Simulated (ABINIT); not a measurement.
**ABINIT run on Mo (Im-3m, 1 atom in the cell): self-consistent single point**

Level of theory: LDA (PW92), PAW (JTH v2.0 LDA PAW) (plane waves; ABINIT).

Input as run:

```
# Mo, JTH v2.0 LDA PAW
pp_dirpath "./"
pseudos "Mo.LDA_PW-JTH.xml"
acell 3*1.0 Angstrom
rprim
        -1.5671250000    1.5671250000    1.5671250000
         1.5671250000   -1.5671250000    1.5671250000
         1.5671250000    1.5671250000   -1.5671250000
natom 1
ntypat 1
znucl 42
typat 1
xcart    0.0000000000    0.0000000000    0.0000000000
ecut 40 Ry
pawecutdg 80 Ry
pawxcdev 0
occopt 3
tsmear 0.1 eV
nband 12
kptopt 1
ngkpt 11 11 11
nshiftk 1
shiftk 0 0 0
nstep 60
tolvrs 1.0e-12
prtwf 0
prtden 0
enunit 2
```

Output (repeated stretches shortened):

```
 Symmetries : space group Im -3 m (#229); Bravais cI (body-center cubic)

 -outvars: echo values of preprocessed input variables --------
            acell      1.8897261329E+00  1.8897261329E+00  1.8897261329E+00 Bohr
             ecut      2.00000000E+01 Hartree
           enunit           2
              ixc       -1012
         kptrlatt       11    0    0      0   11    0      0    0   11
          kptrlen      5.64229541E+01
            natom           1
            nband          12
            ngfft          24      24      24
          ngfftdg          30      30      30
             nkpt          56
            nstep          60
             nsym          48
           ntypat           1
           occopt           3
        pawecutdg      4.00000000E+01 Hartree
         pawxcdev           0
            rprim     -1.5671250000E+00  1.5671250000E+00  1.5671250000E+00
                       1.5671250000E+00 -1.5671250000E+00  1.5671250000E+00
                       1.5671250000E+00  1.5671250000E+00 -1.5671250000E+00
          spgroup         229
           tolvrs      1.00000000E-12
           tsmear      3.67493254E-03 Hartree
            typat      1
           useylm           1
            znucl       42.00000

== DATASET  1 ==================================================================

 Real(R)+Recip(G) space primitive vectors, cartesian coordinates (Bohr,Bohr^-1):
 R(1)= -2.9614371  2.9614371  2.9614371  G(1)=  0.0000000  0.1688369  0.1688369
 R(2)=  2.9614371 -2.9614371  2.9614371  G(2)=  0.1688369  0.0000000  0.1688369
 R(3)=  2.9614371  2.9614371 -2.9614371  G(3)=  0.1688369  0.1688369  0.0000000
 Unit cell volume ucvol=  1.0388851E+02 bohr^3
 Angles (23,13,12)=  1.09471221E+02  1.09471221E+02  1.09471221E+02 degrees

 Coarse grid specifications (used for wave-functions):

 getcut: wavevector=  0.0000  0.0000  0.0000  ngfft=  24  24  24
         ecut(hartree)=     20.000   => boxcut(ratio)=   2.32417

 Fine grid specifications (used for densities):

 getcut: wavevector=  0.0000  0.0000  0.0000  ngfft=  30  30  30
         ecut(hartree)=     40.000   => boxcut(ratio)=   2.05430

   3.80030290E+02                                ecore*ucvol(ha*bohr**3)

_setup2: Arith. and geom. avg. npw (full set) are     443.847     443.826

--- !BeginCycle
solver: {iscf: 17, nstep: 60, nline: 4, wfoptalg: 10, }
tolerances: {tolvrs: 1.00E-12, }
...

     iter   Etot(hartree)      deltaE(h)  residm     nres2
 ETOT  1  -68.724589660375    -6.872E+01 8.610E-01 5.569E+00
 ETOT  2  -69.058929867863    -3.343E-01 4.237E-02 9.563E-01
 ETOT  3  -69.055942530149     2.987E-03 5.744E-03 7.309E-02
 ETOT  4  -69.056126250993    -1.837E-04 1.010E-03 6.983E-03
 ETOT  5  -69.056144066553    -1.782E-05 1.844E-03 4.973E-05
 ETOT  6  -69.056144399065    -3.325E-07 6.318E-04 3.409E-06
 ETOT  7  -69.056144454807    -5.574E-08 3.644E-04 5.177E-08
 ETOT  8  -69.056144455013    -2.056E-10 4.831E-04 1.082E-08
 ETOT  9  -69.056144455087    -7.437E-11 2.827E-04 1.075E-10
 ETOT 10  -69.056144455088    -1.251E-12 3.081E-04 9.274E-12
 ETOT 11  -69.056144455088     2.842E-14 1.405E-04 1.303E-13

 At SCF step   11       nres2   =  1.30E-13 < tolvrs=  1.00E-12 =>converged.

 Cartesian components of stress tensor (hartree/bohr^3)
  sigma(1 1)=  1.86594146E-04  sigma(3 2)=  0.00000000E+00
  sigma(2 2)=  1.86594146E-04  sigma(3 1)=  0.00000000E+00
  sigma(3 3)=  1.86594146E-04  sigma(2 1)=  0.00000000E+00

 ----iterations are completed or convergence reached----

 reduced coordinates (array xred) for    1 atoms
       0.000000000000      0.000000000000      0.000000000000
 cartesian forces (eV/Angstrom) at end:
    1     -0.00000000000000    -0.00000000000000    -0.00000000000000
 frms,max,avg= 0.0000000E+00 0.0000000E+00   0.000E+00  0.000E+00  0.000E+00 e/A
 length scales=  1.889726132886  1.889726132886  1.889726132886 bohr
              =  1.000000000000  1.000000000000  1.000000000000 angstroms
 Fermi (or HOMO) energy (hartree) =   0.50706   Average Vxc (hartree)=  -0.47360
 Eigenvalues (hartree) for nkpt=  56  k points:
 kpt#   1, nband= 12, wtk=  0.00075, kpt=  0.0000  0.0000  0.0000 (reduced coord)
  -1.73788   -0.75552   -0.75552   -0.75552    0.24031    0.45782    0.45782    0.45782
   0.57013    0.57013    1.06140    1.06140
      occupation numbers for kpt#   1
   2.00000    2.00000    2.00000    2.00000    2.00000    2.00000    2.00000    2.00000
   0.00000    0.00000    0.00000    0.00000
 prteigrs : prtvol=0 or 1, do not print more k-points.

 Fermi (or HOMO) energy (eV) =  13.79792   Average Vxc (eV)= -12.88725
 Eigenvalues (   eV  ) for nkpt=  56  k points:
 kpt#   1, nband= 12, wtk=  0.00075, kpt=  0.0000  0.0000  0.0000 (reduced coord)
 -47.29018  -20.55887  -20.55887  -20.55887    6.53924   12.45796   12.45796   12.45796
  15.51392   15.51392   28.88227   28.88227
 prteigrs : prtvol=0 or 1, do not print more k-points.

--- !EnergyTerms
comment             : Components of total free energy in Hartree
kinetic             :  9.65992513251339E+00
hartree             :  1.00387657184189E+01
xc                  : -3.84989698982037E+00
Ewald energy        : -6.02148332217983E+01
psp_core            :  3.65805893948067E+00
local_psp           : -3.65805375250542E+01
spherical_terms     :  8.23349771168388E+00
internal            : -6.90550202345760E+01
'-kT*entropy'       : -1.12436781380885E-03
total_energy        : -6.90561446023898E+01
total_energy_eV     : -1.87911325866730E+03
...

-Cartesian components of stress tensor (GPa)         [Pressure= -5.4898E+00 GPa]
- sigma(1 1)=  5.48978837E+00  sigma(3 2)=  0.00000000E+00
- sigma(2 2)=  5.48978837E+00  sigma(3 1)=  0.00000000E+00
- sigma(3 3)=  5.48978837E+00  sigma(2 1)=  0.00000000E+00

 Calculation completed.
```

The run converged in 11 iterations.

The starting cell has typed, rounded lattice constants, without a prior relaxation at this level. Its lattice was rescaled by up to half a per cent. Spin polarisation is off. With a pressure of about -5 GPa the cell is away from its equilibrium volume at this level.
